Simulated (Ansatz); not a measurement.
## GaN (model structure, started from the litharge type, P4/nmm, No. 129, 4 atoms in the cell): properties by level of theory

```csv
level (code),equilibrium lattice constant a (Å),c axis length (Å)
PBE (Ansatz),3.963,4.859
PBEsol (Ansatz),3.920,4.024
PBE-D3(BJ) (Ansatz),3.931,3.755
```

Ansatz's density-functional and Hartree–Fock values are scalar-relativistic unless marked +SOC, with PAW data made under PBE.

Static lattice: no zero-point or thermal effects.

A model structure was made by putting elements into a prototype or built by hand; it is no filed structure, need not be a known phase, and can be a saddle point held by its symmetry.

Ansatz is a program for electronic structure.
